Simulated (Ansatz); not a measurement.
**Ti2InC, response to strain**

Consider Ti2InC (space group P6_3/mmc, No. 194; a cell from a computed database, its experimental status unchecked).

```
CELL_PARAMETERS angstrom
      3.10753     0.00000     0.00000
     -1.55376     2.69120     0.00000
      0.00000     0.00000    14.03246
ATOMIC_POSITIONS crystal
  Ti 0.66667 0.33333 0.57864
  Ti 0.33333 0.66667 0.42136
  Ti 0.33333 0.66667 0.07864
  Ti 0.66667 0.33333 0.92136
  In 0.66667 0.33333 0.25000
  In 0.33333 0.66667 0.75000
  C  0.00000 0.00000 0.50000
  C  0.00000 0.00000 0.00000
```

Cartesian axes are those of the cell as printed.

Strains are applied to the cell and any free atomic positions relax; under biaxial strain the out-of-plane vector relaxes too; under stress the whole cell relaxes.

Level of theory: plane-wave PAW DFT at the PBEsol level (Ansatz, an electronic-structure program, 420 eV), without spin-orbit coupling.

```json
[
 {"change": "base", "shortest interatomic distance": "2.106 Å", "space group": "P6_3/mmc (No. 194)"},
 {"change": "biaxial strain −2.39 %, plane normal [001], relaxed out of plane", "shortest interatomic distance": "2.080 Å", "space group": "P6_3/mmc (No. 194)"},
 {"change": "uniaxial strain ε_zz = +2.11 %", "shortest interatomic distance": "2.111 Å", "space group": "P6_3/mmc (No. 194)"},
 {"change": "uniaxial stress, 8 GPa compression along x", "shortest interatomic distance": "2.085 Å", "space group": "Cmcm (No. 63)"}
]
```

Without a gap, meshes like the base's 17×17×4 leave anisotropic stresses uncertain by several tenths of a GPa, and small strain energies with them. Beyond what the load breaks, stability against distortions was not tested. The final runs are not spin-polarised.
